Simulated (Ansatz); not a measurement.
Functionals compared on the (320) surface of bcc V in its 1x1 cell, outermost plane spacing 0.42 Å in the ideal cut, in Ansatz (plane waves, PAW). The structure was relaxed with PBE; the other rows are single points on it, each with its references at the same level. Cutoff 420 eV (500 eV for r2SCAN).

Slab: 26 atoms, 10.4 Å thick at the start (thin: gaps and levels are the slab's own); k 13x4x1, smearing 0.1 eV, dipole-corrected; all atoms relaxed; held to the start's symmetry, so lower structures may exist; no spin, no spin-orbit, no U. These notes are the PBE run's.

| functional | surface energy (J/m²) | work function of the top face (eV) | rough cost of the single point |
|---|---|---|---|
| PBE | 2.51 | 4.32 | – |
| LDA | 2.84 | 4.56 | roughly 4 core-minutes |
| PBEsol | 2.76 | 4.41 | roughly 4 core-minutes |
| RPBE | ___ | ___ | about 4 core-minutes (a rough figure) |
| r2SCAN | 2.71 | 4.40 | roughly 6 core-minutes |

Question: Fill in the missing entries.

Answer: 
- RPBE, surface energy (J/m²): 2.34
- RPBE, work function of the top face (eV): 4.19

Ansatz is a first-principles code.
